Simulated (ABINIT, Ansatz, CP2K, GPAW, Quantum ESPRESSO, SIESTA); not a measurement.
# One structure in several programs: a sheet of SnO (4 atoms in the cell)

Self-consistent single point.

```yaml
crystal:
  lattice:
    - [3.67902, 0.00000, 0.00000]
    - [0.00000, 3.67902, 0.00000]
    - [0.00000, 0.00000, 16.22535]
  atoms:
    - { symbol: Sn, position: [0.50000, 0.00000, 0.56858] }
    - { symbol: Sn, position: [0.00000, 0.50000, 0.43142] }
    - { symbol: O, position: [0.00000, 0.00000, 0.50000] }
    - { symbol: O, position: [0.50000, 0.50000, 0.50000] }
```

All programs got the same cell, k-point mesh and kind of occupations (in Ansatz's words: kpoints.mp_grid.grid = 5 5 1; scf.occupations.method = gaussian; scf.occupations.width = 0.05 eV); potentials, basis and cutoffs are each program's usual ones.

```
code                                                                                                                                model  largest force (eV/Å)  gap on the mesh (eV)  k-points       cutoff
----------------  -----------------------------------------------------------------------------------------------------------------------  --------------------  --------------------  --------  -----------
CP2K                                                              PBE, GPW, DZVP-MOLOPT-SR-GTH basis, GTH-PBE potentials (GTH_POTENTIALS)                 3.053                 3.124        13  grid 450 Ry
Ansatz                                                                                                                     PBE, PAW files                 2.531                 3.167         6      default
ABINIT                                                                                                        PBE, PAW (JTH v2.0 PBE PAW)                 2.548                 3.101         6        48 Ry
GPAW                                                                                         PBE, GPAW PAW datasets PBE (gpaw-data 1.0.1)                 2.476                     –         6       900 eV
Quantum ESPRESSO                                                          PBE, PseudoDojo standard norm-conserving (PBE) pseudopotentials                 2.526                 3.168         6        85 Ry
SIESTA            GGA PBE, numerical atomic orbitals DZP, PseudoDojo PBE standard norm-conserving potentials (rewritten from UPF to PSML)                 3.177                 2.997        13  grid 400 Ry
```

A dash marks a value that a program does not give, or that is left out as unsure.

No gap is tabulated for GPAW: it is not read from that output, or partly filled or unconverged empty levels leave it unsure.

Gaps are read on the mesh.

The spread over the programs that give each value: largest force within 0.701 eV/Å; gap on the mesh within 0.171 eV.

The starting cell was generated: these elements placed on a structure prototype, without a prior relaxation; it need not be a known phase or ordering of this composition. Its lattice was rescaled in the plane by a random factor within 2.5 % of one. On Ansatz's run: In the base run, forces exceed 1 eV/Å.

Question: Why do the programs differ, and what cannot be compared?

Answer: Differences of this kind can come from the potentials, where these differ, and from what each basis and cutoff leave unconverged. The valence holds different numbers of electrons (CP2K 20, Ansatz (a first-principles code) 40, ABINIT 40, GPAW 40, Quantum ESPRESSO 40, SIESTA 40). The zero of total energies and Fermi levels follows the potentials and each program's conventions, so they are not compared here. CP2K and SIESTA use small atom-centred bases, whose incompleteness enters pressures, forces and empty levels differently from a plane-wave cutoff. The programs reduce the same mesh by symmetry to different extents, which changes the work and not the result. In the gap, SIESTA (by 0.170) lies more than 0.12 eV from the median of the plane-wave programs. In the force vectors, CP2K (by 0.524) and SIESTA (by 0.649) lie more than 0.08 eV/Å from the median of the plane-wave programs.

Left out of this page: FLEUR (failed or unconverged).

Keys are those of Ansatz 0.2.
